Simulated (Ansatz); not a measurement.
Pressure series in ScCl3

The reference is ScCl3 (space group R-3, No. 148; a = 6.347 Å, c = 17.580 Å (hexagonal axes); layered, stacked along the Cartesian z axis).

Cell and atoms are relaxed at each pressure.

The values are results of r2SCAN+rVV10 (Ansatz, a first-principles code; PAW; 500 eV plane waves; spin-orbit coupling left out), not measurements.

For the base:

```
Item        Value
--------  -------
Band gap  4.09 eV
```

**Question.** The aim is a band gap between 2.54 eV and 2.76 eV. Which of these changes reaches it?
A. pressure 4.2 GPa
B. pressure 45 GPa
C. pressure 60 GPa
D. pressure 9 GPa
E. pressure 30 GPa

**Answer.** E, pressure 30 GPa. It gives 2.66 eV; pressure 60 GPa gives 2.07 eV; pressure 9 GPa gives 3.38 eV; pressure 45 GPa gives 2.33 eV; pressure 4.2 GPa gives 3.66 eV. Changes not listed may reach it too

Load acts through the strain it causes; cell and atoms are relaxed under it. No phonon test of stability was made. Competing high-pressure phases were not computed. All final runs are without spin polarisation.
